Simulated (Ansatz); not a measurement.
## NaCoBr$_{3}$ in the cubic perovskite structure (space group Pm-3m, No. 221; ferromagnetic; a hypothetical phase, not in the database extracts checked)

Space group Pm-3m (No. 221); a = b = c = 4.969 Å, α = β = γ = 90.00°

| atom | site | symmetry | x | y | z |
|---|---|---|---|---|---|
| Na | 1a | m-3m | 0.0000 | 0.0000 | 0.0000 |
| Co | 1b | m-3m | 0.5000 | 0.5000 | 0.5000 |
| Br | 3c | 4/mm.m | 0.0000 | 0.5000 | 0.5000 |

The values are results of PBEsol/PAW in Ansatz (a quantum-chemistry and plane-wave program), no spin-orbit coupling, not measurements. Γ-centred 10×10×10 mesh, Fermi–Dirac width 0.05 eV.

```yaml
volume_per_atom: 24.53 Å³
density: 4.35 g/cm³
band_gap: zero
magnetic_state: ferromagnetic
total_energy: -2956.242 eV/atom (σ→0; compares only within this code and set-up)
```

Whether these cells are dynamically stable was not tested. No Hubbard U is applied and the magnetic state is the run's own (NaCoBr3 ferromagnetic); small cells can't hold the antiferromagnetic order that many such compounds have, so gaps and moments can be off. Many cubic perovskites are stable only at high temperature; tilts and polar distortions were not tested.
